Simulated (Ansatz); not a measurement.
```xyz
12
Lattice="5.7500 0.0000 0.0000 0.0000 3.3643 0.0000 -0.9462 0.0000 10.1445" Properties=species:S:1:pos:R:3 pbc="T T T"
Zr     3.2652     2.5232     9.9614
Zr     3.8240     2.5232     5.0143
Zr     1.5386     0.8411     0.1830
Zr     0.9798     0.8411     5.1301
O      2.3933     2.5232     0.9417
O      1.9887     2.5232     6.0299
Se     5.1827     0.8411     1.6712
O      4.7338     0.8411     5.9137
O      2.8152     0.8411     4.1146
O      2.4106     0.8411     9.2028
O      0.0701     2.5232     4.2308
Se    -0.3788     2.5232     8.4732
```

No spin polarisation.

The values are results of PBEsol-D3(BJ) (Ansatz, a quantum-chemistry and plane-wave program), no spin-orbit coupling, not measurements. k-mesh 6×10×4 (Γ-centred); smearing 0.05 eV (Fermi–Dirac).

### Question
What is the computed band gap?

### Answer
0.86 eV.

### Question
Predict the valence-band top at Γ (three highest levels, from the VBM).

### Answer
0.00, -0.21, -1.37 eV.

These are small ordered cells, not random alloys; other orderings at the same x differ. Stability against distortions was not tested. The cell was made from ZrSe2 by this change: x(O) = 0.75, 12 atoms, P2_1/m.
